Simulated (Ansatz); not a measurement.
# C11b MoSi2

Calculation: PBE-D4 (PAW; Ansatz, a quantum-chemistry and plane-wave program).

Settings: plane-wave cutoff 520 eV, 24×24×24 k mesh, Fermi–Dirac smearing 0.05 eV, no spin polarisation, scalar-relativistic PAW data made under PBE.

Cell (relaxed at this level):

```xyz
3
Lattice="-1.5921 1.5921 3.9022 1.5921 -1.5921 3.9022 1.5921 1.5921 -3.9022" Properties=species:S:1:pos:R:3 pbc="T T T"
Si     0.0000     0.0000     5.1920
Si     0.0000     0.0000     2.6125
Mo     0.0000     0.0000     0.0000
```

```json
{
  "bulk modulus B0": "220 GPa",
  "band_gap": "none",
  "pressure derivative B′ of the bulk modulus": "4.4"
}
```

Measured, for comparison: bulk modulus 222 ± 2 GPa (room temperature, not corrected to a static lattice, B' = 4; as tabulated in Structural stability of MoSi2 and Mo5Si3 under high pressure, Chin. Phys. B 26 …). Computed (rounded) less measured: bulk modulus -0.9 % (inside the measured uncertainty).

Note: the bulk modulus comes from volumes at which shape and atoms were relaxed.

Spin–orbit coupling is not included.
